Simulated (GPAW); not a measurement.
# Pressure against volume in zinc-blende BeTe (space group 216) (GPAW, PBEsol)

```
BeTe
1.0
    0.00000     2.73327     2.73327
    2.73327     0.00000     2.73327
    2.73327     2.73327     0.00000
Be Te
1 1
Cartesian
  0.00000   0.00000   0.00000
  4.09990   4.09990   4.09990
```

Level of theory: PBEsol, GPAW PAW datasets PBEsol (made by gpaw-setup) (plane waves; GPAW 25.7.0). Settings: mode = pw; ecut = 780 eV; xc = PBEsol; kpts = 10 10 10; mesh shift (steps) = 0 0 0; occupations.name = fermi-dirac; occupations.width = 0.01 eV; nbands = -6; convergence.density = 1e-05 e/electron; convergence.energy = 1e-05 eV/electron; convergence.bands = -4; symmetry.symmorphic = false; symmetry.tolerance = 0.0005; maxiter = 100. The cell above is the first row's. The rows scale it uniformly. In all rows fractional positions and the k mesh are held.

```csv
V (Å^3/atom),P (GPa)
20.420,5.10
20.863,3.44
21.307,1.94
21.751,0.59
22.195,-0.63
22.639,-1.74
23.083,-2.74
23.527,-3.64
23.971,?
```

### Question
Fit P against V with a cubic, and predict the withheld value at V = 23.971.

### Answer
With u = V - 22.0, the rows have u = -1.5800, -1.1370, -0.6930, -0.2490, 0.1950, 0.6390, 1.0830, 1.5270. Least squares gives P = -0.113 - 2.7345·u + 0.3164·u² - 0.02560·u³. Residuals (row less fit): 0.002, -0.003, -0.002, 0.002, 0.004, -0.002, -0.004, 0.002; standard error 0.004 (degrees of freedom: 4). The fitted pressure is zero at V0 = 21.96, where dP/dV = -2.761, so B0 = -V0·dP/dV = 60.6 GPa. At the withheld row, u = 1.9710, so P = -0.113 - 2.7345 × 1.9710 + 0.3164 × 1.9710² - 0.02560 × 1.9710³ = -4.470 GPa. The calculation gives -4.46 GPa, 0.010 GPa above the prediction (0.1 % of the range of P in the table). The row lies outside the fitted rows, so this is an extrapolation. From the scatter of the fitted rows alone, a prediction at this place has a standard error of 0.011 GPa, so the miss is 0.9 times that.

Carrying the step between the two nearest rows on in a straight line would have given -4.54, off by 0.08; series whose last step already gives the withheld value aren't shown. The scan was laid around a cell of about the measured size, scaled by a guess for this functional. The runs keep the symmetry of the cell, so they don't test it for distortions. Spin-orbit coupling is off. Cutoffs and mesh are single choices, not tested for convergence of this quantity. Series with a scatter that would blur these digits, or in which a gap closes, are not shown.
